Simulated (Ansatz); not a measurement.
```
Co3C7
1.0
    2.52547     0.00000    -0.00018
    1.26274     2.18712     0.00010
   -1.26397    -0.72648    26.77081
C Co
14 6
Direct
  0.00377   0.13882   0.05391
  0.66474   0.79965   0.03652
  0.36233   0.49877   0.13200
  0.02279   0.15908   0.11315
  0.72121   0.85795   0.20917
  0.38148   0.51825   0.19003
  0.08032   0.21686   0.28621
  0.74053   0.87718   0.26703
  0.43969   0.57555   0.36320
  0.09987   0.23591   0.34406
  0.79934   0.93399   0.44008
  0.45954   0.59449   0.42123
  0.15933   0.29203   0.51672
  0.82013   0.95299   0.49933
  0.19786   0.30749   0.59120
  0.56221   0.66064   0.66431
  0.25649   0.35042   0.73962
  0.61451   0.70825   0.81366
  0.30353   0.40151   0.88895
  0.65448   0.76430   0.96205
```
Starting moments (μB, in the order of the record's atoms C C C C C C C C C C C C C C Co Co Co Co Co Co): 0.0 0.0 0.0 0.0 0.0 0.0 0.0 0.0 0.0 0.0 0.0 0.0 0.0 0.0 1.7 1.7 1.7 1.7 1.7 1.7.

The first 14 atoms are the substrate (C-dia), the rest the film (Co).

The numbers are results of PBE (plane waves to 420 eV, PAW; Ansatz, a first-principles code), not measurements. No spin–orbit coupling; PBE gaps are too small against experiment. Its k-point mesh 14×14×1, Fermi–Dirac width 0.05 eV.

Question: Describe the bonding at the interfaces and give the barriers.

Answer: A periodic stack without vacuum, hcp Co, ferromagnetic (0 0 1) on diamond (1 1 1) (film strained to the substrate, faces as cut; started ferromagnetic): substrate slab C14, film Co6, surface cells [[-1, 1], [-1, 0]] and [[0, -1], [1, 0]], film strained by +1.3 and +1.3 %, faces C/C and Co/Co as cut (like faces can put a slab off its formula).
The interface area comes out as 5.5 Å² and the period comes out as 26.77 Å. The gaps between the outermost planes at the two interfaces comes out as 1.99 and 1.99 Å. The C–Co contacts across the interfaces within 1.22 times the sum of covalent radii is 2, mean 1.99 Å and the hole barrier (PBE) comes out as 0.25 eV. The electron barrier (PBE) is 3.87 eV.
